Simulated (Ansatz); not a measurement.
```xyz
20
Lattice="17.0000 0.0000 0.0000 0.0000 17.0000 0.0000 0.0000 0.0000 3.8608" Properties=species:S:1:pos:R:3 pbc="T T T"
Ba     5.6304     5.6304    -0.0377
Ti     7.4169     7.4169     1.8929
O      7.4496     7.4496     3.8236
O      5.4625     7.3863     1.8934
O      7.3863     5.4625     1.8934
Ba     5.4179     9.7027    -0.0373
Ti     7.4058    11.3614     1.8936
O      7.5375    11.5342     3.8226
O      5.6066    11.3670     1.8924
O      7.4588     9.4715     1.8929
Ba     9.7027     5.4179    -0.0373
Ti    11.3614     7.4058     1.8936
O     11.5342     7.5375     3.8226
O      9.4715     7.4588     1.8929
O     11.3670     5.6066     1.8924
Ba     9.5595     9.5595    -0.0367
Ti    11.3859    11.3859     1.8974
O     11.7488    11.7488     3.8085
O      9.5917    11.5052     1.8900
O     11.5052     9.5917     1.8900
```

Levels: PBE (plane waves to 420 eV, PAW; Ansatz, an electronic-structure program); PBE with spin-orbit coupling (Ansatz); r2SCAN (plane waves to 500 eV, PAW; Ansatz). Unmarked values and the geometry are of the first. Mesh 1×1×8. No spin polarisation, so a magnetic state wasn't tested. Periodic along z alone, with about 11 Å of vacuum beside it. A hypothetical model. It keeps the symmetry and period of its start, so it need not be a minimum against all distortions. Buckling under compression is shut out by symmetry and the short period.

Question: Give the properties of this body.

Answer: 
- largest distance between nuclei across the axis = 8.65 Å
- PBE gap = 1.66 eV, indirect, from the zone edge to Γ
- electron mass along the axis (PBE) = 1.7 mₑ
- hole mass along the axis (PBE) = 2.3 mₑ
- PBE+SOC gap at this geometry = 1.66 eV
- r2SCAN gap at this geometry = 2.19 eV
- axial stiffness dF/dε = 136 nN
